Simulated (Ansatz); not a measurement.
A set of related cells and their band gap.

Cell A: LiF (rock salt, Fm-3m), 2 atoms in the cell, k-point mesh 14×14×14 on the run's own vectors.
```xyz
2
Lattice="0.0000 1.9950 1.9950 1.9950 0.0000 1.9950 1.9950 1.9950 0.0000" Properties=species:S:1:pos:R:3 pbc="T T T"
Li     0.0000     0.0000     0.0000
F      1.9950     1.9950     1.9950
```

Cell B: Li2BeF4 (R-3), 42 atoms in the cell, k-point mesh 5×5×5 on the run's own vectors.
```xyz
42
Lattice="6.6294 3.8275 2.9521 -6.6294 3.8275 2.9521 0.0000 -7.6550 2.9521" Properties=species:S:1:pos:R:3 pbc="T T T"
Li     1.1586     5.2693     5.1513
Li    -1.1586    -5.2693     3.7050
Li    -5.1426    -1.6313     5.1513
Li     5.1426     1.6313     3.7050
Li     3.9841    -3.6380     5.1513
Li    -3.9841     3.6380     3.7050
Li     1.1495    -2.4631     5.1527
Li    -1.1495     2.4631     3.7037
Li     1.5583     2.2271     5.1527
Li    -1.5583    -2.2271     3.7037
Li    -2.7079     0.2360     5.1527
Li     2.7079    -0.2360     3.7037
Be     1.2004    -2.4346     2.2103
Be    -1.2004     2.4346     6.6460
Be     1.5083     2.2569     2.2103
Be    -1.5083    -2.2569     6.6460
Be    -2.7086     0.1777     2.2103
Be     2.7086    -0.1777     6.6460
F      2.2358    -0.9458     5.3729
F     -2.2358     0.9458     3.4835
F     -0.2989     2.4092     5.3729
F      0.2989    -2.4092     3.4835
F     -1.9370    -1.4634     5.3729
F      1.9370     1.4634     3.4835
F     -6.2819     1.4763     3.8707
F      6.2819    -1.4763     4.9856
F      1.8624    -6.1784     3.8707
F     -1.8624     6.1784     4.9856
F      4.4195     4.7021     3.8707
F     -4.4195    -4.7021     4.9856
F     -4.5565     0.1121     5.1576
F      4.5565    -0.1121     3.6988
F      2.1812    -4.0021     5.1576
F     -2.1812     4.0021     3.6988
F      2.3753     3.8900     5.1576
F     -2.3753    -3.8900     3.6988
F      2.1620    -1.2089     2.2305
F     -2.1620     1.2089     6.6259
F     -0.0341     2.4768     2.2305
F      0.0341    -2.4768     6.6259
F     -2.1279    -1.2679     2.2305
F      2.1279     1.2679     6.6259
```

Cell C: BeF2 (P3₁21), 9 atoms in the cell, k-point mesh 12×12×8 on the run's own vectors.
```
BeF2
1.0
    4.67919     0.00000     0.00000
   -2.33959     4.05229     0.00000
    0.00000     0.00000     5.13709
Be F
3 6
Direct
  0.46306   0.00000   0.33333
  0.00000   0.46306   0.66667
  0.53694   0.53694   0.00000
  0.41256   0.27877   0.22270
  0.72123   0.13378   0.55604
  0.86622   0.58744   0.88937
  0.27877   0.41256   0.77730
  0.13378   0.72123   0.44396
  0.58744   0.86622   0.11063
```

Computed with Ansatz (plane waves, PAW), its default PAW set, cutoff 420 eV, 500 eV for r2SCAN. The structures are at rest with r2SCAN; other levels are single points on them. HSE06 runs on coarser k-point meshes, which give the r2SCAN gaps of the finer ones within 0.03 eV. Neutral cells; Fermi-Dirac smearing of at most 0.05 eV in the solids, energies taken to zero width. The lattices are those relaxed with r2SCAN, so at other levels the solids can be strained, which adds to the spread. Larger cells are relaxed on a coarser mesh till forces fall under 0.03 eV/Å, which some starts already meet. Cells are local rest points, mostly with their start's symmetry. A dispersion term ran beside these levels; it doesn't touch the electrons. Gaps are highest filled to lowest empty Kohn-Sham level on the run's k-point mesh, states of defects and surfaces included; edges off the mesh make the true gap smaller, and under 0.08 eV counts as none; a gap is called direct where the least direct separation is within 0.02 eV of it.

Q: What does HSE06 give for the band gap of each cell (eV)?

A: 
| cell | HSE06 |
|---|---|
| A | 11.67 |
| B | 10.06 |
| C | 10.92 |

With HSE06 the value is lowest for B and highest for A.

Q: How do the other levels compare?

A: 
```csv
system,r2SCAN
A,10.33 (direct)
B,8.60
C,9.43 (indirect)
```

With r2SCAN the value is lowest for B and highest for A.

Ansatz is a program for electronic structure.
